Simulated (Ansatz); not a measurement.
L1₂ (Cu3Au-type) Al₃Sc, relaxed in Ansatz (plane waves) with several semilocal functionals. Each gives its own volume and its own bulk modulus:

| level | V0 (Å³/atom) | bulk modulus (GPa) | ln V0 | ln B0 |
|---|---|---|---|---|
| LDA | 16.387 | 96.44 | 2.7965 | 4.5689 |
| r²SCAN-D4 | 16.876 | 96.26 | 2.8259 | 4.5671 |
| PBEsol | 16.876 | 91.70 | 2.8259 | 4.5185 |
| r²SCAN+rVV10 | 16.976 | 95.14 | 2.8318 | 4.5553 |
| r²SCAN | 17.057 | 93.96 | 2.8366 | 4.5429 |
| RPBE | 17.715 | 82.43 | 2.8744 | 4.4119 |

Task: Fit a straight line to ln B0 against ln V0. What does it predict for revPBE, whose volume is 17.614 Å³/atom?

Result: With x = ln V0 and y = ln B0: means 2.83185 and 4.52743; Σ(Δx Δy) = -0.006493, Σ(Δx²) = 0.003153, so the slope is -2.06. At x = 2.8687 the line gives y = 4.52743 + (-2.06) × (2.8687 − 2.83185) = 4.4515, or 85.76 GPa. The run with revPBE gives 83.42 GPa, -2.7 % from the line. The rows used scatter about it by up to 3.1 %, while the largest value lies 17 % above the smallest.

Measured: 91.5 ± 1 GPa (measured, 298 K, no zero-point or thermal correction, polycrystal; as tabulated in A Combined Experimental and First-Principles Based Assessment of …).

The crystal itself was run without spin with LDA, r²SCAN-D4, PBEsol, r²SCAN+rVV10, r²SCAN, revPBE, RPBE; a magnetic state was not tried in these runs.

Ansatz's density-functional and Hartree–Fock values are scalar-relativistic unless marked +SOC, with PAW data made under PBE.

Ansatz is an electronic-structure program.
